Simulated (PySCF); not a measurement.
PySCF 2.14.0, unrestricted TPSSH/def2-svpd, df: F[Si](F)F, charge 0, multiplicity 2, 4 atoms. The geometry is a generated start, not checked to be a minimum at this level.

```
Item                           Value
-------------------  ---------------
task                          energy
method                         tpssh
basis                      def2-svpd
two-electron scheme  density fitting
mol.max_memory               3000 MB
mf.max_cycle                     100
mf.init_guess        minao (default)
mf.DIIS              CDIIS (default)
mf.diis_space            8 (default)
mf.conv_tol          1e-09 (default)
mf.grids.level           3 (default)
basis functions                   93
grid points                    61968
```

```xyz
4

F      1.4534    -0.0244    -0.1435
Si    -0.0057     0.0084     0.4883
F     -0.7141     1.2632    -0.1842
F     -0.7336    -1.2472    -0.1606
```

Charge 0 and multiplicity 2 are set for this test and not shown to be the ground state.

One run each on 2 threads, 1 BLAS thread. Values of level_shift (Hartree) tried: 0 (default), 0.1, 0.3, 1.

### Question
How does the count of Fock builds change with level_shift (Hartree), and where is it least?

### Answer
Fewest Fock builds, within one of each other: 0 (default) with 11, 0.1 with 12. The count rises to 31 at 1. All converge to one solution.

```csv
level_shift (Hartree),Fock builds,end
0 (default),11,same solution
0.1,12,same solution
0.3,16,same solution
1,31,same solution
```
